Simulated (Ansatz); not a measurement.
La3SbO3 (C2/m, No. 12, 14 atoms in the cell; start COD 4102587) was calculated with PBEsol in Ansatz (PAW).

Run with plane-wave cutoff 520 eV, 10×10×4 k mesh (along the axes of the cell as run), Fermi–Dirac smearing 0.01 eV, scalar-relativistic PAW data made under PBE.

Cell (measured lattice):

```cif
data_La12O12Sb4
_chemical_formula_sum 'La12 Sb4 O12'
_space_group_name_H-M_alt 'C2/m'
_space_group_IT_number 12
_space_group_name_Hall '-C 2y'
_cell_length_a 13.85600
_cell_length_b 4.10500
_cell_length_c 12.34300
_cell_angle_alpha 90.000
_cell_angle_beta 118.550
_cell_angle_gamma 90.000
loop_
_atom_site_label
_atom_site_type_symbol
_atom_site_symmetry_multiplicity
_atom_site_Wyckoff_symbol
_atom_site_fract_x
_atom_site_fract_y
_atom_site_fract_z
_atom_site_occupancy
La1 La 4 i 0.15410 0.00000 0.20610 1
La2 La 4 i 0.37260 0.00000 0.10150 1
La3 La 4 i 0.38110 0.00000 0.55510 1
Sb1 Sb 4 i 0.12200 0.00000 0.68220 1
O1 O 4 i 0.16140 0.00000 0.01230 1
O2 O 4 i 0.06330 0.50000 0.20170 1
O3 O 4 i 0.18910 0.00000 0.41100 1
```
(The calculation used a cell of 14 atoms; values per cell refer to that cell.)

Task: Give the computed band gap, smallest direct gap on the k points sampled and direct gap at Γ.

Result: 
- band gap = 0.67 eV
- smallest direct gap on the k points sampled = 0.79 eV
- direct gap at Γ = 1.04 eV

Note: the file's cell can be that of a phase stable at another temperature; cell and atoms aren't relaxed at this level (largest force component 0.26 eV/Å, pressure -2.2 GPa).

Spin–orbit coupling is not included.

Static lattice: no zero-point or thermal effects.

It cost around 10 core-minutes (rough) of CPU time.

Ansatz is a first-principles code.
